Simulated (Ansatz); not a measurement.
Structures of equal composition on the (111) surface of fcc Ni, ferromagnetic: p(2x2), one Ni adatom; one added row of Ni in 4. The slabs share one bottom face, and each structure is named by its start. These are constructed structures in small cells; real faces may alloy, dewet or reconstruct in larger ones, and not all known structures of the face are among them. Slabs of about 10 Å with all that they carry, Fermi-Dirac smearing of 0.1 eV. Bottom of the slabs: a bare face, its two planes held. Relaxed from the named starts with such symmetry as they have, on meshes of like density; energies extrapolated to zero smearing; no spin-orbit coupling, no U. Spin-polarised runs, if any, are marked in brackets, and their order is one that fits the cell; the others ran without spin. Where a second, spin-polarised start was run, the lower counts. The cells differ, so small differences also carry the error of unlike k-meshes.

All values below come from PBE (plane waves to 420 eV, PAW; Ansatz, a program for electronic structure).

Problem. Order them by energy per 1x1 cell (lowest first) at the level PBE.

Solution. one added row of Ni in 4 (0.00 eV [spin, 16.5 μB a cell]), p(2x2), one Ni adatom (0.11 eV [spin, 16.5 μB a cell])
